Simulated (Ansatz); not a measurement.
Take MgSe in the rock salt structure (space group Fm-3m, No. 225; a = 5.4724 Å) as the base. Axes: x, y, z lie along the cube axes.

Method: r2SCAN, PAW, 500 eV (Ansatz, a quantum-chemistry and plane-wave program; no SOC).

Base values:

| Property | Result |
|---|---|
| Electron mass | 0.48 mₑ along k, 0.25 mₑ across (at X) |

Perturbation: tensile biaxial strain of 3.00 % in the plane normal to [001], as in epitaxy on a mismatched substrate; the out-of-plane cell vector and the atoms relax.

Task: What does the calculation give for the out-of-plane strain, electron mass and in-plane stress after the change?

Result: The out-of-plane strain comes out as -1.69 %; the electron mass becomes 0.43 mₑ along k, 0.27 mₑ across (at X) (base: 0.48 mₑ along k, 0.25 mₑ across (at X)); the mean in-plane stress (compression positive) comes out as -3.5 GPa.

The levels and masses belong to the bands next to the band gap. Effective masses come from finite differences of ±0.01 Å⁻¹. Along k means along the line from Γ to the band edge. No phonon test of stability was made.
